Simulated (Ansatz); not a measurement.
The starting structures come from a database of crystals and need not be the phases stable at ambient conditions.

 Where the default PAW files enter, the runs use the earlier of Ansatz's two default sets.

The decay constant κ of evanescent states in the gap governs leakage through a thin film.

Input:

```
CELL_PARAMETERS angstrom
      3.48629     0.00000     0.00000
      0.00000    10.84357     0.00000
      0.00000     0.00000     3.48629
ATOMIC_POSITIONS crystal
  Ge 0.00000 0.50000 0.00000
  Ge 0.50000 0.00000 0.50000
  S  0.50000 0.13134 0.00000
  S  0.50000 0.63134 0.00000
  S  0.00000 0.36866 0.50000
  S  0.00000 0.86866 0.50000
```

Space group of this cell: P4_2/nmc. The cell was relaxed by PBE-D3(BJ); by PBEsol its mean pressure is -0.6 GPa.

Transport runs along the normal of the first two printed cell vectors, the (100) plane of the conventional cell.

The gap is the functional's own. No spin-orbit coupling. Mid-gap values are interpolated on the energy grid.

Compute, with PBEsol (Ansatz, a program for electronic structure), the band gap and the smallest decay constant κ at mid-gap.

Gap 0.95 eV on a 10×4×10 mesh; κ = 0.116 1/Å, at the zone centre.
